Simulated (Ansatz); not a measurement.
Base system: BP in the zinc blende structure (space group F-43m, No. 216; a = 4.5202 Å). Axes: x, y, z lie along the cube axes.

Calculations: PBEsol (Ansatz, a program for electronic structure, PAW, without spin-orbit coupling).

Strains are applied to the cell and any free atomic positions relax.

One change was made to it. Results:

The valence-band top at Γ (three highest levels, from the VBM) becomes 0.00, -0.24, -0.24 eV (base: 0.00, 0.00, 0.00 eV); the smallest direct gap shrinks by 0.21 eV, from 3.38 eV to 3.17 eV; the pressure (mean of the normal stresses, compression positive) grows by 4.485 GPa (-0.01 GPa → 4.48 GPa); the energy rises by 7.9 meV/atom.

Question: What was done to the base?
(A) uniaxial strain ε_zz = −2.50 %
(B) uniaxial strain ε_zz = +3.00 %
(C) uniaxial strain ε_zz = +2.00 %
(D) uniaxial strain ε_zz = +1.50 %
(E) uniaxial strain ε_zz = −3.00 %

Answer: A, uniaxial strain ε_zz = −2.50 %. For comparison, the valence-band top at Γ in the other runs: uniaxial strain ε_zz = +2.00 % gives 0.00, 0.00, -0.20 eV; uniaxial strain ε_zz = +1.50 % gives 0.00, 0.00, -0.15 eV; uniaxial strain ε_zz = +3.00 % gives 0.00, 0.00, -0.30 eV; uniaxial strain ε_zz = −3.00 % gives 0.00, -0.29, -0.29 eV.

Whether these cells are dynamically stable was not tested.
